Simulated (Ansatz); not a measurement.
Start from Mg$_{2}$Ge in the anti-fluorite structure (space group Fm-3m, No. 225; a = 6.286 Å). Axes: x, y, z lie along the cube axes.

Calculations: plane-wave PAW DFT at the LDA level (Ansatz, a program for electronic structure, 420 eV), no spin-orbit coupling.

For the base:

| Quantity | Value |
|---|---|
| Valence-band top at Γ | 0.00, 0.00, 0.00 eV |
| Smallest direct gap | 1.16 eV |
| Valley order | X along ⟨100⟩ 0.10 eV; L along ⟨111⟩ 1.10 eV; Γ 1.16 eV |

It is then changed as follows: uniaxial strain ε_zz = +1.50 %, all other strain components held at zero, atoms relaxed at fixed cell.

Problem. What happens to the valence-band top at Γ, smallest direct gap, valley order and energy relative to the base?

Solution. The valence-band top at Γ (three highest levels, from the VBM) changes from 0.00, 0.00, 0.00 eV to 0.00, 0.00, -0.07 eV; the smallest direct gap falls by 0.11 eV, from 1.16 eV to 1.05 eV; the valley order (the lowest conduction-band minima on the path, energy above the VBM, named in the base's zone) goes from X along ⟨100⟩ 0.10 eV; L along ⟨111⟩ 1.10 eV; Γ 1.16 eV to X along [100] 0.07 eV; X along [001] 0.13 eV; L along [1-11] 1.00 eV; Γ 1.05 eV; the energy grows by 1.7 meV/atom.

Whether these cells are dynamically stable was not tested. A zero or small gap of Mg2Ge can be the functional's error rather than a property of the material.
